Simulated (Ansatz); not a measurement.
**Point defect N on the O site + N on the O site (second shell) + O vacancy in monoclinic HfO2**

These are PBE, PAW (plane waves to 420 eV; Ansatz, a first-principles code) values and carry that method's errors. Cell and caveats: 96-site cell; 2×2×2 shifted k-points; start: the O(2) site; O(2) 2.59 Å away; O(2) 2.68 Å away; no spin–orbit coupling; finite-size errors of tenths of an eV; relaxed from one start, so a lower configuration may exist; flagged in the runs: a host whose relaxation on this sampling wasn't shown to rest.

Neighbours after relaxation, in Å: of the emptied site: O 2.23, O 2.34, Hf 2.35, Hf 2.36, Hf 2.42, Hf 2.44, O 2.49, N 2.60 (the shell may go on); of the N atom: Hf 2.10, Hf 2.12, Hf 2.21, Hf 2.27; of the N atom: Hf 2.10, Hf 2.13, Hf 2.14, Hf 2.15.

Formation energies E_f are those of the neutral cell. Chemical conditions: Hf-rich (Δμ(O) = -5.19 eV, Δμ(N) = -3.31 eV, bounded by rock-salt HfN; only phases computed here count, gases as isolated molecules at 0 K). Reference phases: N: N2 molecule in a box, O: O2 molecule in a box.

The name describes the start; the neighbours show where the atoms ended.

| charge | moment (μB) | point group | largest move off a lattice site (Å) | E_f, Hf-rich (eV) |
|---|---|---|---|---|
| 0 | not spin-polarised | C1 | 0.36 | 3.67 |

Point groups are those of the whole cell at tolerances of 0.03 and 0.1 Å ("near" where only the looser one holds); none is given for unsettled states.

Flagged in the runs: a host whose relaxation on this sampling wasn't shown to rest.

All states together cost about 90 core-minutes (a rough figure).
